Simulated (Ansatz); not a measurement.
For BePt (model structure, started from the CuAu type, P4/mmm, No. 123, 2 atoms in the cell), PBEsol (Ansatz, a program for electronic structure, PAW) gives:

- lattice parameter a = 2.774 Å
- c axis length = 2.918 Å
- bulk modulus B0 = 228 GPa

### Question
What does r²SCAN (Ansatz, plane waves, PAW) give for the same quantities?

### Answer

- lattice constant a: 2.782 Å (rises by 0.3 %)
- lattice parameter c: 2.937 Å (rises by 0.7 %)
- bulk modulus: 224 GPa (shrinks by 1.8 %)

Changes are worked out from the printed values.

Unless a cell is named, each level is at its own relaxed cell (PBEsol 11.23, r²SCAN 11.37 Å³/atom).

Levels without +SOC leave out spin–orbit coupling, which shifts energies and cells of such heavy elements.

The crystal itself was run without spin with PBEsol, r²SCAN; a magnetic state was not tried in these runs.

Caveats: the bulk modulus is −V dP/dV from two relaxed cells at ±2 % in volume (PBEsol, r²SCAN). Ansatz's density-functional and Hartree–Fock values are scalar-relativistic unless marked +SOC, with PAW data made under PBE.

A model structure was made by putting elements into a prototype or built by hand; it is no filed structure, need not be a known phase, and can be a saddle point held by its symmetry.
